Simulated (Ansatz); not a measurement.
# Cu on a W site (surface) in a 3x3 cell of the 1x1 (110) surface of bcc W

Calculation: PBE (plane waves to 420 eV, PAW; Ansatz, a program for electronic structure).

Slab: 36 atoms, 6.6 Å thick at the start (thin: gaps and levels are the slab's own); k 4x4x1, smearing 0.1 eV, dipole-corrected; 9 atoms held, the rest relaxed; held to the start's symmetry, so lower structures may exist; no spin, no spin-orbit, no U.

| Quantity | Result |
|---|---|
| formation energy against fcc Cu, bcc W | 0.43 eV |
| work function of the top face | 4.78 eV |
| change of the work function | -0.041 eV |
| change of the step from the bottom to the top vacuum level, against the clean slab | -0.029 eV |
| energy released by relaxation | 0.12 eV |
| largest move of a host atom | 0.06 Å |
